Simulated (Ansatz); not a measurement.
## How the band gap of LaH3 (I4/mmm, No. 139; start mp-973064) moves with the method

No measured value is used here.

```
level (code)              value (eV)
-------------------  ---------------
LDA (Ansatz)                    0.00
PBEsol+SOC (Ansatz)             0.00
r²SCAN+SOC (Ansatz)  0.02 (indirect)
HSE06+SOC (Ansatz)   0.12 (indirect)
PBE0 (Ansatz)                   0.77
r²SCAN0 (Ansatz)                1.06
```

Computed values are for a static lattice. Levels without +SOC have no spin–orbit coupling; where heavier elements are present it shifts gaps, mostly down, and can invert bands. A gap of zero means that the bands touch or overlap; how far they overlap is not shown.  Values are at the PBEsol cell. Cutoffs and k meshes differ between the levels. Ansatz's density-functional and Hartree–Fock values are scalar-relativistic unless marked +SOC, with PAW data made under PBE.

A start named mp-… is a Materials Project structure, which can be a computed phase never made.

Ansatz is a first-principles code.
